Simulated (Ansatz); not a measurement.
Results of r²SCAN (PAW; Ansatz, a first-principles code) for CaO (P6₃/mmc, No. 194, 4 atoms in the cell; start mp-545512; another space group than a measured phase of this formula).

From the output:

```
Crystal: 4 atoms, lattice volume = 65.463 Å³
Basis set: ecut = 560 eV, 1969 PW (Γ), exchange–correlation on 96×96×120 points (27 copies of the dense FFT grid, shifted against one another)
Bands: 20, of which v1, the nominal top of the filled ones, is band 16 counted from 1 (15 counted from 0)
Symmetry: 24 space group operations
Space group: P63/mmc (ITA 194), of the structure as read, at distance tolerance 4.0e-5 Å
k-points: 95 of 1152
Functional: x = r2scan, c = r2scan; τ floored in thin density (d = 2e-4 eV/Å³)
SCF iter   1: F=—  HF=-4787.635654 eV  |F-HF|=—  |Δ(HF+E_count)|=         —  Δρ=9.29e-3  dr2=6.79e-2  dr2_τ=1.22e-1
SCF iter   2: F=—  HF=-4787.790389 eV  |F-HF|=—  |Δ(HF+E_count)|=   1.55e-1  Δρ=5.43e-3  dr2=7.07e-3  dr2_τ=3.03e-3
  ...
SCF iter   7: F=—  HF=-4787.789310 eV  |F-HF|=—  |Δ(HF+E_count)|=   1.38e-8  Δρ=1.77e-6  dr2=3.45e-9  dr2_τ=1.63e-10
SCF iter   8: F=-4787.789310 eV  HF=-4787.789310 eV  |F-HF|=4.00e-11  |Δ(HF+E_count)|=  6.05e-10  Δρ=2.69e-7  dr2=2.78e-11  dr2_τ=4.21e-12
SCF 1 converged in 8 iterations: F = -4787.789310 eV  dr2 = 2.78e-11
SCF converged after 8 iterations
Free energy (F): -4787.789310 eV
Internal energy: -4787.789310 eV  (E = F + TS)
E sigma→0 (E₀):  -4787.789310 eV
Fermi energy:    7.386180 eV
--- Stress (GPa, compression-positive) ---
       -0.009628       0.000000       0.000000
       -0.000000      -0.009628      -0.000000
        0.000000      -0.000000       0.009827
  P = ⅓ Tr σ = -0.0031 GPa (-0.031 kbar)
```

Question: Write an input file that could have produced this run (the log leaves some choices open).

Answer: One answer among several that fit: 
Ansatz 0.2 input:
```yaml
crystal:
  lattice:
    - [3.9810823189, 0.0, 0.0]
    - [-1.9905411595, 3.4477184228, 0.0]
    - [0.0, 0.0, 4.7693796557]
  atoms:
    - { symbol: Ca, position: [0.3333333333, 0.6666666667, 0.75] }
    - { symbol: Ca, position: [0.6666666667, 0.3333333333, 0.25] }
    - { symbol: O, position: [0.3333333333, 0.6666666667, 0.25] }
    - { symbol: O, position: [0.6666666667, 0.3333333333, 0.75] }
basis:
  ecutwfc: 560
  ecutrho_ratio: 4
  xc_grid: 3
kpoints:
  mp_grid: { grid: [12, 12, 8] }
  band_path:
    path:
      - [0.0, 0.0, 0.0]
      - [0.055556, 0.0, 0.0]
      - [0.111111, 0.0, 0.0]
      - [0.166667, 0.0, 0.0]
      - [0.222222, 0.0, 0.0]
      - [0.277778, 0.0, 0.0]
      - [0.333333, 0.0, 0.0]
      - [0.388889, 0.0, 0.0]
      - [0.444444, 0.0, 0.0]
      - [0.5, 0.0, 0.0]
      - [0.458333, 0.083333, 0.0]
      - [0.416667, 0.166667, 0.0]
      - [0.375, 0.25, 0.0]
      - [0.333333, 0.333333, 0.0]
      - [0.3, 0.3, 0.0]
      - [0.266667, 0.266667, 0.0]
      - [0.233333, 0.233333, 0.0]
      - [0.2, 0.2, 0.0]
      - [0.166667, 0.166667, 0.0]
      - [0.133333, 0.133333, 0.0]
      - [0.1, 0.1, 0.0]
      - [0.066667, 0.066667, 0.0]
      - [0.033333, 0.033333, 0.0]
      - [0.0, 0.0, 0.083333]
      - [0.0, 0.0, 0.166667]
      - [0.0, 0.0, 0.25]
      - [0.0, 0.0, 0.333333]
      - [0.0, 0.0, 0.416667]
      - [0.0, 0.0, 0.5]
      - [0.055556, 0.0, 0.5]
      - [0.111111, 0.0, 0.5]
      - [0.166667, 0.0, 0.5]
      - [0.222222, 0.0, 0.5]
      - [0.277778, 0.0, 0.5]
      - [0.333333, 0.0, 0.5]
      - [0.388889, 0.0, 0.5]
      - [0.444444, 0.0, 0.5]
      - [0.5, 0.0, 0.5]
      - [0.458333, 0.083333, 0.5]
      - [0.416667, 0.166667, 0.5]
      - [0.375, 0.25, 0.5]
      - [0.333333, 0.333333, 0.5]
      - [0.3, 0.3, 0.5]
      - [0.266667, 0.266667, 0.5]
      - [0.233333, 0.233333, 0.5]
      - [0.2, 0.2, 0.5]
      - [0.166667, 0.166667, 0.5]
      - [0.133333, 0.133333, 0.5]
      - [0.1, 0.1, 0.5]
      - [0.066667, 0.066667, 0.5]
      - [0.033333, 0.033333, 0.5]
      - [0.5, 0.0, 0.416667]
      - [0.5, 0.0, 0.333333]
      - [0.5, 0.0, 0.25]
      - [0.5, 0.0, 0.166667]
      - [0.5, 0.0, 0.083333]
      - [0.333333, 0.333333, 0.416667]
      - [0.333333, 0.333333, 0.333333]
      - [0.333333, 0.333333, 0.25]
      - [0.333333, 0.333333, 0.166667]
      - [0.333333, 0.333333, 0.083333]
    npoints: 1
hamiltonian:
  xc: r2scan
  dispersion: none
  pseudopotentials: { kind: paw }
scf:
  occupations: { method: fermi_dirac, width: 0.01 }
  convergence: { dr2_threshold: 0.0000000004 }
output:
  forces: true
  stress: true
  eigenvalues: true
  write_bands: true
```

The PAW data were made under PBE.

The result took around 24 core-seconds (rough).

A start named mp-… is a Materials Project structure, which need not be a measured phase.
